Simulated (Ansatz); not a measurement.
CuAl (Pm-3m, No. 221, 2 atoms in the cell; start mp-1022721) was calculated with LDA (plane waves, PAW; Ansatz, a quantum-chemistry and plane-wave program).

Run with plane-wave cutoff 520 eV, 18×18×18 k mesh, Fermi–Dirac smearing 0.05 eV, no spin polarisation, scalar-relativistic PAW data made under PBE.

Cell (relaxed at this level):

AlCu is modelled in the cubic space group Pm-3m (No. 221), the CsCl type structure, Pearson symbol cP2. Lattice parameters: a = 2.9229 Å, b = 2.9229 Å, c = 2.9229 Å, α = 90.00°, β = 90.00°, γ = 90.00°. Al on 1a is surrounded by 8 Cu at 2.531 Å and 6 Al at 2.923 Å. Cu on 1b sees 8 Al at 2.531 Å and 6 Cu at 2.923 Å. (Neighbours: up to the widest gap in distance over summed covalent radii, below 1.35, at either atom.)

Q: What does this level give for the bulk modulus B0?

A: 
- bulk modulus B0: 140 GPa

Note: the run has no spin polarisation, so it can have missed a magnetic state; the bulk modulus is −V dP/dV from two relaxed cells at ±2 % in volume; the relaxation could not lower the start's symmetry, so the cell can be a saddle point above a distorted one.

A start named mp-… is a Materials Project structure, which need not be a measured phase.
